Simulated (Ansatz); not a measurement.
Migration barriers of interstitials in oxides: PBE bands (Ansatz, a quantum-chemistry and plane-wave program, plane waves to 420 eV, PAW, climbing-image NEB) beside the CHGNet universal potential on its own band (it has no charge state). Forward barriers of single hops from the lowest site run, static nuclei, no finite-size correction. The rows are a random draw from the bands that converged and passed our checks of state and shape. Saddle orders were checked for a part of the study's bands only and are not shown. Charge states are imposed. Spin-orbit coupling is left out.

| Defect | Route | Hop (Å), direction in the unit cell | End over start, densest mesh run (eV) | Cell and PBE mesh | CHGNet k-points | PBE (eV) | CHGNet (eV) |
|---|---|---|---|---|---|---|---|
| interstitial Na in monoclinic HfO2, charge +1 | Na moves farthest | 1.32 along (0.23, -0.08, 0.12) | 0.00 | 96 sites, Γ | none | 0.10 | 0.10 |
| interstitial Na in anatase TiO2, charge +1 | Na moves farthest | 2.25 along (-0.50, 0.00, -0.12) | 0.00 | 108 sites, Γ | none | 0.46 | [?] |
| interstitial O in corundum, charge -2 | O moves farthest | 1.09 along (0.23, 0.03, -0.02) | 0.00 | 120 sites, Γ | none | 0.52 | 0.16 |
| interstitial K in beta Ga2O3, charge +1 | K moves farthest | 3.29 along (-0.13, 0.00, -0.55) | 0.06 | 120 sites, Γ | none | 2.72 | 2.27 |
| interstitial Na in wurtzite ZnO, charge +1 | Na moves farthest | 2.50 along (0.40, 0.59, -0.34) | 0.80 | 72 sites, one k-point at (0.125, 0.250, 0.250) | none | 1.03 | 0.82 |
| interstitial Mg in alpha quartz, charge +2 | Mg moves farthest | 1.20 along (0.24, 0.00, 0.00) | 0.30 | 72 sites, Γ | none | 0.33 | 0.29 |
| interstitial Li in rutile TiO2, charge +1 | Li moves farthest | 1.55 along (0.00, 0.00, 0.52) | 0.00 | 72 sites, one k-point at (0.250, 0.250, 0.250) | none | 0.08 | [?] |
| interstitial Al in rutile TiO2, charge +3 | Al moves farthest | 1.48 along (0.00, 0.00, 0.50) | 0.00 | 72 sites, one k-point at (0.250, 0.250, 0.250) | none | 0.21 | 0.27 |

**Question.** Complete the blanks.

**Answer.** 
- interstitial Na in anatase TiO2, charge +1, CHGNet (eV): 0.39
- interstitial Li in rutile TiO2, charge +1, CHGNet (eV): 0.04
